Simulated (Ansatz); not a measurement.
A computed series for MoS2: response to strain

The reference is MoS2 in the 3R-MoS2 type structure (space group R3m, No. 160; layered, stacked along the Cartesian z axis).

```
CELL_PARAMETERS angstrom
      1.55780     0.89940     5.78545
     -1.55780     0.89940     5.78545
      0.00000    -1.79879     5.78545
ATOMIC_POSITIONS crystal
  Mo 0.00004 0.00004 0.00004
  S  0.75647 0.75647 0.75647
  S  0.57679 0.57679 0.57679
```

Cartesian axes are those of the cell as printed.

Strains are applied to the cell and any free atomic positions relax; under biaxial strain the out-of-plane vector relaxes too.

Level of theory: PBEsol-D3(BJ) (Ansatz, an electronic-structure program), no spin-orbit coupling.

Candidates:
(a) uniaxial strain ε_zz = +5.87 %
(b) uniaxial strain ε_zz = −0.23 %
(c) isotropic strain −4.11 %
(d) biaxial strain −4.68 %, plane normal [001], relaxed out of plane

Before the change:

| Quantity | Result |
|---|---|
| Band gap | 0.50 eV |

**Question.** Order them by band gap, lowest first.

**Answer.** (c) isotropic strain −4.11 % (zero), (b) uniaxial strain ε_zz = −0.23 % (0.49 eV), (d) biaxial strain −4.68 %, plane normal [001], relaxed out of plane (0.68 eV), (a) uniaxial strain ε_zz = +5.87 % (0.86 eV)

No phonon test of stability was made. All final runs are without spin polarisation. Gaps under 0.05 eV, about the width of the smearing, are given as zero. A zero or small gap of MoS2 under isotropic strain −4.11 % can be the functional's error rather than a property of the material.
